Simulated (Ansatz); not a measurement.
**Input and output of a self-consistent single point for Li₃Au (I4mm, 4 atoms in the cell) (Ansatz, an electronic-structure program)**

Computed with PBEsol, default PAW files made with PBE (plane waves; Ansatz).

Input:

Ansatz 0.2 input:
```yaml
crystal:
  lattice:
    - [0.000000, 3.116045, 3.116045]
    - [3.116045, 0.000000, 3.116045]
    - [3.116045, 3.116045, 0.000000]
  atoms:
    - { symbol: Li, position: [0.250000, 0.250000, 0.250000] }
    - { symbol: Li, position: [0.750000, 0.750000, 0.750000] }
    - { symbol: Li, position: [0.508023, 0.508023, 0.491977] }
    - { symbol: Au, position: [0.000000, 0.000000, 0.000000] }
basis:
  ecutwfc: 30.9 Ry
kpoints:
  mp_grid: { grid: [9, 9, 9] }
hamiltonian:
  xc: pbesol
  pseudopotentials: { kind: paw }
scf:
  occupations: { method: gaussian, width: 0.0073 Ry }
output:
  forces: true
  eigenvalues: true
  stress: true
```

The program printed (abridged):

```
WARN ansatz: RAYON_NUM_THREADS=1 ignored (pool sized by the plan → 1); use --threads N
Pseudopotentials: kind: paw
Pseudopotential: Li, paw, valence charge 3
Pseudopotential: Au, paw, valence charge 19
Crystal: 4 atoms, lattice volume = 60.512 Å³
Basis set: ecut = 420.4159175005146 eV, 1243 PW (Γ), exchange–correlation on 60×60×60 points (8 copies of the dense FFT grid, shifted against one another)
Bands: 18, of which v1, the nominal top of the filled ones, is band 14 counted from 1 (13 counted from 0)
Symmetry: 8 space group operations
Space group: I4mm (ITA 107), of the structure as read, at distance tolerance 3.9e-5 Å
k-points: 75 of 729 (time reversal used)
PAW frozen core: Au, regenerated for the run's functional, and the local potential with it
Initial density: superposition of atomic densities (neutral atoms: chi_scale 0, normalization atom), corrected by the library's trained network
Initial wavefunctions: pseudopotential atomic-orbital guess
Eigensolver: davidson
Functional: x = pbesol(κ = 0.804, μ = 0.12345679012345678), c = pbesol(β = 0.046)
SCF iter   1: F=—  HF=-13617.564926 eV  |F-HF|=—  |Δ(HF+E_count)|=         —  Δρ=3.42e-3  dr2=5.25e-3  ethr=1.77e-3  ⟨swp⟩=3.5  Hψ=5444  notcnv=0
all-band conjugate gradients solve this SCF's bands
preconditioner: auto → Kerker (q_TF=auto, 2.399 Å⁻¹)
SCF iter   2: F=—  HF=-13617.562398 eV  |F-HF|=—  |Δ(HF+E_count)|=   2.53e-3  Δρ=1.35e-3  dr2=5.21e-4  ethr=1.88e-5  ⟨swp⟩=2.7  Hψ=2704  notcnv=0
SCF iter   3: F=—  HF=-13617.561902 eV  |F-HF|=—  |Δ(HF+E_count)|=   4.96e-4  Δρ=4.01e-4  dr2=9.37e-5  ethr=1.86e-6  ⟨swp⟩=2.0  Hψ=1955  notcnv=0
SCF iter   4: F=—  HF=-13617.561860 eV  |F-HF|=—  |Δ(HF+E_count)|=   4.21e-5  Δρ=1.40e-4  dr2=2.52e-5  ethr=3.35e-7  ⟨swp⟩=2.0  Hψ=2085  notcnv=0
SCF iter   5: F=—  HF=-13617.561851 eV  |F-HF|=—  |Δ(HF+E_count)|=   8.58e-6  Δρ=3.70e-5  dr2=1.14e-6  ethr=8.99e-8  ⟨swp⟩=2.0  Hψ=1518  notcnv=0
SCF iter   6: F=-13617.561851 eV  HF=-13617.561851 eV  |F-HF|=1.94e-8  |Δ(HF+E_count)|=   3.00e-7  Δρ=7.73e-6  dr2=4.96e-8  ethr=3.57e-10  ⟨swp⟩=3.7  Hψ=5507  notcnv=0
SCF 1 converged in 6 iterations: F = -13617.561851 eV  dr2 = 4.96e-8
SCF converged after 6 iterations
Free energy (F): -13617.561851 eV
Harris-Foulkes:  -13617.561851 eV  (|F-HF|=1.94e-8)
Internal energy: -13617.552931 eV  (E = F + TS)
E sigma→0 (E₀):  -13617.557391 eV
Entropy (-TS):   -0.008920 eV (-2.230 meV/atom)
Fermi energy:    7.251417 eV
--- Per-component energies (eV) ---
  E_band       = -676.164028
  E_kinetic    = 671.768925
  E_local      = -3224.842607  (includes V_loc(G=0)·N_el)
  E_nonlocal   = -24.254624
  E_hartree    = 1307.846714
  E_xc         = -258.748437
  E_vxc        = -316.307405  (∫ρ·V_xc dr)
  E_paw        = -9623.797798  (= ΣΔE_a)
  E_vpaw       = -398.230249  (= ΣTr[D̂ρ^β])
  E_aug_tail   = 0.001391  (compensation charges beyond the density's cutoff)
  E_ewald      = -2465.835975
  E_core_change = 0.309479  (= ΣΔE_core)
  E_smearing   = -0.008920  (= −TS)
  E_closure    = -0.000000  (closes the sum)
  Σ components = -13617.561851   (vs F -13617.561851, Δ=0.00e0)
--- Forces (eV/Å), atoms counted from 1 ---
  atom   1  Li     0.00000000    -0.00000000     0.05004814
  atom   2  Li    -0.00000000     0.00000000     0.05004814
  atom   3  Li    -0.00000000    -0.00000000    -0.09536692
  atom   4  Au     0.00000000     0.00000000    -0.00475667
  max |Σ_I F_I| component: 2.73e-5 eV/Å
--- Stress (GPa, compression-positive) ---
       -0.162702       0.000000      -0.000000
        0.000000      -0.162702      -0.000000
       -0.000000      -0.000000      -0.186900
  P = ⅓ Tr σ = -0.1708 GPa (-1.708 kbar)
  The stress holds the Pulay correction. Without it, at fixed plane waves, as pw.x and ABINIT print it: P = -0.1865 GPa
--- Band table (eV; the first three rows and the last of 75) ---
  k-point 0: bands = ["-98.4743", "-49.8399", "-49.8395", "-49.8395", "-38.4405", "-37.8647", "-37.8493", "1.2022", "2.7285", "2.7285", "2.7294", "3.1196", "3.1209", "11.3294", "11.3294", "11.3295", "13.2377", "13.2377"]
  k-point 1: bands = ["-98.4743", "-49.8399", "-49.8395", "-49.8395", "-38.4403", "-37.8643", "-37.8498", "1.3135", "2.7397", "2.7539", "2.7545", "3.1071", "3.1083", "10.0847", "11.1442", "11.1442", "13.4019", "13.4026"]
  k-point 2: bands = ["-98.4743", "-49.8400", "-49.8396", "-49.8395", "-38.4397", "-37.8631", "-37.8513", "1.6216", "2.7950", "2.7965", "2.7992", "3.1022", "3.1031", "8.2605", "10.8112", "10.8115", "12.8445", "12.8475"]
  k-point 74: bands = ["-98.4743", "-49.8405", "-49.8397", "-49.8397", "-38.4382", "-37.8599", "-37.8553", "2.3804", "2.7661", "3.2000", "3.2181", "3.2431", "4.0473", "5.9873", "7.1000", "7.4538", "11.5211", "13.8749"]
```

The run converged in 6 iterations.

The starting cell comes from a database of computed structures (which also holds hypothetical and non-ambient phases and stackings), without a prior relaxation at this level. Its lattice was rescaled by up to half a per cent. One atom was moved a little off its site on purpose. Spin-orbit coupling is off. Ansatz's pressure includes its estimate of the finite-basis (Pulay) stress.
